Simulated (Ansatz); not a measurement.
Terminations of the (100) surface of rock-salt TiC, measured from the surface 'clean 1x1'. Atoms come from or go to: C: graphite, F: ½ F2(g), Mo: bcc Mo, N: ½ N2(g), O: ½ O2(g), Ru: hcp Ru, S: ⅛ S8(g), Sc: hcp Sc, Ti: hcp Ti, V: bcc V. ΔE is the energy of forming the row's surface from that one (negative: more stable at these reservoirs); the vacuum level's shift is aligned on the shared bottom. No zero-point or thermal terms. These are constructed structures in small cells; real faces may alloy, dewet or reconstruct in larger ones, and not all known structures of the face are among them. Slabs of about 13 Å, Fermi-Dirac smearing of 0.1 eV. Bottom of the slabs: a bare face, its two planes held. Relaxed from the named starts with such symmetry as they have, on meshes of like density; energies extrapolated to zero smearing; spin only where a row says so; no spin-orbit coupling, no U. Brackets mark spin-polarised runs, whose order is one that fits the cell. A dash marks a value that is undefined for that row (no clear gap, or no work function of a gapped slab) or was not read reliably on its mesh.

The numbers are results of PBE (plane waves to 420 eV, PAW; Ansatz, an electronic-structure program), not measurements.

```csv
surface,atoms added per 1x1,ΔE per 1x1 (eV),shift of the vacuum level (eV),work function (eV)
Ru on all Ti sites of the second plane,"+1 Ru, -1 Ti",[?],-0.09,4.36
all C sites of the top plane empty,-1 C,1.91,-1.03,3.53
Ru on all Ti sites of the top plane,"+1 Ru, -1 Ti",3.08,0.12,4.57
"top plane replaced by VO [spin, 1.7 μB a cell]","-1 C, +1 O, -1 Ti, +1 V",[?],-1.85,2.67
S on all C sites of the top plane,"-1 C, +1 S",-1.70,-0.24,4.33
F on all C sites of the second plane,"-1 C, +1 F",-0.86,-0.92,3.55
O on all C sites of the second plane,"-1 C, +1 O",[?],-0.70,3.75
"Sc on half the Ti sites of the top plane, c(2x2)","+0.5 Sc, -0.5 Ti",0.61,-0.26,4.23
"F on half the C sites of the top plane, c(2x2) (1 F–Ti bonds broke)","-0.5 C, +0.5 F",-1.44,-1.30,3.23
top plane replaced by MoO (1 O–Ti bonds broke),"-1 C, +1 Mo, +1 O, -1 Ti",-0.79,-0.86,3.67
N on all C sites of the second plane,"-1 C, +1 N",-1.97,-0.47,4.01
"V on all Ti sites of the top plane [spin start, no net moment]","-1 Ti, +1 V",[?],-0.19,4.34
```

**Question.** What belongs in the gaps?

**Answer.** 
- Ru on all Ti sites of the second plane, ΔE per 1x1 (eV): 3.48
- top plane replaced by VO [spin, 1.7 μB a cell], ΔE per 1x1 (eV): -2.29
- O on all C sites of the second plane, ΔE per 1x1 (eV): -3.34
- V on all Ti sites of the top plane [spin start, no net moment], ΔE per 1x1 (eV): 0.76
